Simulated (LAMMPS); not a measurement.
Pressure dependence of Cu (fcc) at 1770 K, from the melt.

Computed with classical MD, pair style eam/alloy, file Cu_mishin1.eam.alloy; code LAMMPS.

```csv
P (GPa),state,volume,coordination number,self-diffusion coefficient of Cu (not corrected for cell size),viscosity
0,liquid,13.947 ± 0.002 Å³/atom,12.9 (counted to 3.54 Å),(6.26 ± 0.05) × 10^-5 cm²/s,2.6 ± 0.1 mPa s
2,liquid,13.563 ± 0.001 Å³/atom,13.2 (counted to 3.54 Å),(5.58 ± 0.05) × 10^-5 cm²/s,2.8 ± 0.2 mPa s
5,liquid,13.0981 ± 0.0008 Å³/atom,13.2 (counted to 3.50 Å),(4.51 ± 0.10) × 10^-5 cm²/s,3.5 ± 0.4 mPa s
```

Caution (rows 2; 5): a run this short can hold a crystal over, or a liquid under, the potential's own melting point, which these runs don't give.

Estimate the isothermal bulk modulus at zero pressure. A parabola P(ln V) through the three points gives −dP/d ln V = 65 GPa at zero pressure.

States go by the mean squared displacement: a species diffuses where it passes 1.5 Å², still rises and gives D over 1e-6 cm²/s; a crystal has left its structure where atoms lie 0.35 Å off their sites on average or a cubic box changes its shape by 3 %, or the axial ratios of another lie 8 % off the starting cell's, which the potential's own relaxation can also do.

Errors of D are the spread over four groups of atoms in one short run; a floor of about 5 %, a picked value, is safer.

Errors shown are sampling errors alone.
